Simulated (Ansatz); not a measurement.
Given:

End structure of a constructed model of the (110) surface of bcc Mo, a pseudomorphic layer of Pd in the host's stacking (bottom of the slab: a bare face, its two planes held):

```
CELL_PARAMETERS angstrom
      2.73735     0.00000     0.00000
     -0.91245     2.58080     0.00000
      0.00000     0.00000    30.00000
ATOMIC_POSITIONS crystal
  Mo 0.50000 0.50000 0.27027
  Mo 0.00000 0.00000 0.34477
  Mo 0.50000 0.50000 0.41949
  Mo 0.00000 0.00000 0.49400
  Mo 0.50000 0.50000 0.56860
  Mo 0.00000 0.00000 0.64222
  Pd 0.50000 0.50000 0.71386
```

Set-up: 7 atoms, 13.8 Å thick at the start with caps and adatoms (thin: gaps and levels are the slab's own); mesh 14x14x1; 0.1 eV smearing; dipole correction on; single point; on the structure that PBE left under its start's symmetry; no spin, no spin-orbit, no U. It is one candidate, not shown to be the stable structure of the face.

Q: Give the work function of the top face at the level Ansatz (a first-principles code) with r2SCAN, at the PBE geometry.

A: 4.49 eV
